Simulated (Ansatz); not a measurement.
Ca on the O site in rock-salt CaO (start: the O site; 64-site cell, 2×2×2 shifted sampling), charge +4. Method: PBE, PAW (plane waves to 420 eV; Ansatz, a first-principles code).

```
Quantity                                              Result
--------------------------------------------  --------------
total energy of the defect cell               -77688.0151 eV
total energy of the perfect cell              -76407.1454 eV
μ(Ca) in fcc Ca, atoms added +1                -1816.8597 eV
μ(O) in O2 molecule in a box, atoms added −1    -564.9684 eV
Δμ(Ca), O-rich                                     -5.895 eV
Δμ(O), O-rich                                       0.000 eV
valence-band maximum on the cell's zero             7.525 eV
image correction with alignment                     2.731 eV
Fermi level above the maximum                        0.40 eV
```

Q: Work out the formation energy.

A: E_f = E(defect) − E(perfect) − Σ n μ + q (E_VBM + E_F) + E_corr = -1280.870 − (-1257.786) + (31.699) + (2.731) = 11.35 eV.
